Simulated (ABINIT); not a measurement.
A self-consistent single point of V3Fe (Fm-3m, 4 atoms in the cell) with ABINIT.

Method of the run: PBEsol, PAW (JTH v2.0 PBE PAW, files made for PBE) (plane waves; ABINIT).

```xyz
4
Lattice="0.0000 2.8991 2.8991 2.8991 0.0000 2.8991 2.8991 2.8991 0.0000" Properties=species:S:1:pos:R:3 pbc="T T T"
V      1.4495     1.4495     1.4495
V      4.3486     4.3486     4.3486
V      2.8991     2.8991     2.8991
Fe     0.0000     0.0000     0.0000
```

Reference input (self-consistent single point, DFT, PBEsol, plane waves, PAW (JTH v2.0 PBE PAW, files made for PBE)): pseudos = [V.GGA_PBE-JTH.xml, Fe.GGA_PBE-JTH.xml]; ecut = 816 eV; pawecutdg = 1633 eV; pawxcdev = 0; ixc = -116133; occopt = 6; tsmear = 0.05 eV; ngkpt = 6 6 6; nshiftk = 1; shiftk = 0 0 0; potentials = JTH v2.0 PBE PAW; nband = 36. This run's input differs from it in these lines:

```diff
@@ -21,4 +21,4 @@
 ixc -116133
-occopt 6
-tsmear 0.05 eV
+occopt 3
+tsmear 0.3 eV
 nband 36
```

Output, abridged:

```
--- !BeginCycle
solver: {iscf: 17, nstep: 50, nline: 4, wfoptalg: 10, }
tolerances: {toldfe: 1.00E-09, }
...

     iter   Etot(hartree)      deltaE(h)  residm     nres2
 ETOT  1  -333.31217946392    -3.333E+02 2.241E+01 7.385E+02
 ETOT  2  -345.26163104440    -1.195E+01 2.980E-01 3.212E+03
 ETOT  3  -340.88728312365     4.374E+00 9.419E-02 7.878E+02
 ETOT  4  -340.47894227366     4.083E-01 3.981E-02 5.825E+01
 ETOT  5  -340.48739996721    -8.458E-03 7.853E-03 4.259E+01
   [... 19 lines left out ...]
 ETOT 25  -340.44492361267     1.892E-08 2.173E-05 1.746E-05
 ETOT 26  -340.44492359551     1.716E-08 2.722E-05 4.209E-07
 ETOT 27  -340.44492359623    -7.167E-10 1.746E-05 7.481E-08
 ETOT 28  -340.44492359695    -7.181E-10 3.102E-05 3.152E-08
 At SCF step   28, etot is converged :
  for the second time, diff in etot=  7.181E-10 < toldfe=  1.000E-09

 Cartesian components of stress tensor (hartree/bohr^3)
  sigma(1 1)=  2.61065678E-05  sigma(3 2)=  0.00000000E+00
  sigma(2 2)=  2.61065678E-05  sigma(3 1)=  0.00000000E+00
  sigma(3 3)=  2.61065678E-05  sigma(2 1)=  0.00000000E+00

 ----iterations are completed or convergence reached----

 reduced coordinates (array xred) for    4 atoms
       0.250000000000      0.250000000000      0.250000000000
       0.750000000000      0.750000000000      0.750000000000
       0.500000000000      0.500000000000      0.500000000000
       0.000000000000      0.000000000000      0.000000000000
 cartesian forces (eV/Angstrom) at end:
    1      0.00000000000000     0.00000000000000    -0.00000000000000
   [... lines left out ...]
 Fermi (or HOMO) energy (hartree) =   0.40063   Average Vxc (hartree)=  -0.47041
 Fermi (or HOMO) energy (eV) =  10.90175   Average Vxc (eV)= -12.80056
   [... lines left out ...]
'-kT*entropy'       : -4.85854707016716E-02
total_energy        : -3.40444926051320E+02
total_energy_eV     : -9.26397756597179E+03
...

-Cartesian components of stress tensor (GPa)         [Pressure= -7.6808E-01 GPa]
- sigma(1 1)=  7.68081613E-01  sigma(3 2)=  0.00000000E+00
- sigma(2 2)=  7.68081613E-01  sigma(3 1)=  0.00000000E+00
- sigma(3 3)=  7.68081613E-01  sigma(2 1)=  0.00000000E+00

 Calculation completed.
```

The run converged in 28 iterations. Against the reference run the free energy goes down by 139 meV/atom and the pressure goes from -4.49 to -0.77 GPa.

The starting cell comes from a database of computed structures (which also holds hypothetical and non-ambient phases and stackings), without a prior relaxation at this level. Spin polarisation is off. The potentials were made for another functional than the one used.

Cost on one core of a shared machine: roughly 4 min.
